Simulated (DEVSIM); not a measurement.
System: Ru/Al2O3/n-InP capacitor, at 300 K.

```csv
layer (left to right),material,thickness (nm),Nd (cm⁻³)
1,Al2O3,3.30,-
2,InP,13000,2.2e15
```

Metal gate on the left, work function 4.7 eV. Fixed charge at the semiconductor interface -5.1e10 cm⁻² (in units of +e); no interface traps.

This is a model device: material constants are rounded textbook-type values typed into the input, and sizes, dopings and lifetimes were drawn at random. Values at 300 K; Nc and Nv go as T^1.5, mobilities as T to minus their exponent, the gap by Varshni's rule with the affinity fixed.

| parameter | Al2O3 | InP |
|---|---|---|
| gap (eV) | 6.8 | 1.344 |
| affinity (eV) | 1.35 | 4.38 |
| permittivity | 9 | 12.5 |
| Nc (cm⁻³) | - | 5.7e17 |
| Nv (cm⁻³) | - | 1.1e19 |
| Varshni α (eV/K) | - | 0.000363 |
| Varshni β (K) | - | 162 |

DEVSIM, 1D Poisson equation in equilibrium, Boltzmann statistics, complete ionisation; no quantum confinement or tunnelling. Metal contacts follow the ideal Schottky-Mott rule: no Fermi-level pinning, no interface dipoles.

The temperature was swept, all else fixed.

| temperature (K) | flat-band voltage (V) | threshold voltage (band bending 2φF) (V) | minimum of the low-frequency capacitance (μF/cm²) |
|---|---|---|---|
| 250 | 0.21 | -0.87 | 0.0146 |
| 300 | 0.18 | -0.81 | 0.0153 |
| 350 | 0.15 | -0.75 | 0.0166 |
| 400 | 0.12 | -0.69 | 0.0181 |
| 450 | 0.08 | -0.63 | 0.0196 |
| 500 | 0.05 | -0.56 | 0.0224 |

From the first row to the last the flat-band voltage goes from 0.21 to 0.05. From the first row to the last the threshold voltage (band bending 2φF) goes from -0.87 to -0.56.
